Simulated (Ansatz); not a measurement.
The parent structure is WC (space group P-6m2, No. 187; a = 2.899 Å, c = 2.827 Å; relaxed with 0.1 eV smearing). Axes: x lies along a and z along c of the hexagonal cell.

Computed with Ansatz (a quantum-chemistry and plane-wave program) PBEsol, spin-orbit coupling left out.

Base values:

| Quantity | Result |
|---|---|
| Shortest interatomic distance | 219.1 pm |
| Pressure | 0.0 GPa |
| Band gap | zero |

Perturbation: uniaxial strain ε_xx = −0.44 %, all other strain components held at zero; the atoms relax in the strained cell.

Predict the new energy relative to the base.

The energy increases by 0.5 meV/atom.

Predict the new shortest interatomic distance.

The shortest interatomic distance falls by 0.4 pm to 218.7 pm.

What happens to the pressure?

The pressure (mean of the normal stresses, compression positive) goes from zero to 1.7 GPa.

Estimate the effect on the band gap.

The band gap stays zero.

Stability against distortions was not tested. All final runs are without spin polarisation.
